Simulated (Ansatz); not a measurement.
```yaml
crystal:
  lattice:
    - [11.00000, 0.00000, 0.00000]
    - [0.00000, 11.00000, 0.00000]
    - [0.00000, 0.00000, 3.40793]
  atoms:
    - { symbol: Li, position: [0.50000, 0.50000, 0.00000] }
    - { symbol: F, position: [0.50000, 0.50000, 0.50000] }
```

Levels: PBE (plane waves to 420 eV, PAW; Ansatz, a program for electronic structure); r2SCAN (plane waves to 500 eV, PAW; Ansatz); HSE06 run with Ansatz. Unmarked values and the geometry are of the first. Mesh 1×1×80. No spin polarisation. Isolated but for its images some 11 Å away. A hypothetical model. It keeps the symmetry and period of its start, so it need not be a minimum against all distortions. Pairing along the axis, which can open a gap, is among the distortions not tried. HSE06 ran on a 1×1×5 mesh and at PBE's edge points. Buckling under compression is shut out by symmetry and the short period.

Task: Give the properties of this body.

Result: 
| Item | Result |
|---|---|
| PBE gap | 6.62 eV, indirect, from the zone edge to Γ |
| electron mass along the axis (PBE) | 0.97 mₑ |
| hole mass along the axis (PBE) | 5.5 mₑ |
| valence and conduction edges under the vacuum level (PBE) | 7.61 and 0.99 eV |
| r2SCAN gap at this geometry | 7.49 eV |
| HSE06 gap at this geometry | 8.37 eV |
| axial stiffness dF/dε | 24 nN |
